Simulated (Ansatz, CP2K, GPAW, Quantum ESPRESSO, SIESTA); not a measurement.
Code comparison for ZrHg3 (Pm-3m, 4 atoms in the cell)

Self-consistent single point.

```yaml
crystal:
  lattice:
    - [4.41774, 0.00000, 0.00000]
    - [0.00000, 4.41774, 0.00000]
    - [0.00000, 0.00000, 4.41774]
  atoms:
    - { symbol: Zr, position: [0.00000, 0.00000, 0.00000] }
    - { symbol: Hg, position: [0.50000, 0.50000, 0.00000] }
    - { symbol: Hg, position: [0.00000, 0.50000, 0.50000] }
    - { symbol: Hg, position: [0.50000, 0.00000, 0.50000] }
```

Shared settings, as Ansatz (a quantum-chemistry and plane-wave program) writes them: kpoints.mp_grid.grid = 8 8 8; scf.occupations.method = gaussian; scf.occupations.width = 0.1 eV. Potentials and cutoffs stand in the table.

| code | model | pressure (GPa) | cutoff |
|---|---|---|---|
| Quantum ESPRESSO | PBEsol, SSSP 1.1.2 efficiency (PBE) pseudopotentials | -3.92 | 60 Ry |
| Ansatz | PBEsol, PAW files made with PBE | -3.57 | default |
| SIESTA | GGA PBEsol, numerical atomic orbitals DZP, PseudoDojo PBEsol standard norm-conserving potentials (rewritten from UPF to PSML) | -11.70 | grid 350 Ry |
| CP2K | PBEsol, GPW, DZVP-MOLOPT-SR-GTH basis, GTH-PBE potentials (GTH_POTENTIALS) | -2.61 | grid 500 Ry |
| GPAW | PBEsol, GPAW PAW datasets PBEsol (made by gpaw-setup) | -3.15 | 550 eV |

On Ansatz's run: spin-orbit coupling is off.

The spread over the programs that give each value: pressure within 9.09 GPa.

SIESTA and CP2K use small atom-centred bases, whose incompleteness enters pressures, forces and empty levels differently from a plane-wave cutoff. Ansatz's pressure is given at a fixed set of plane waves, as the other plane-wave codes print theirs; with its correction for the finite basis it is -3.53 GPa. In the pressure, SIESTA (by 8.14) lies more than 1 GPa from the median of the plane-wave programs.

The starting cell comes from a database of computed structures (which also holds hypothetical and non-ambient phases and stackings), without a prior relaxation at this level.

Left out of this page: Elk and FLEUR (not drawn, or without a comparable value).

Keys are those of Ansatz 0.2.
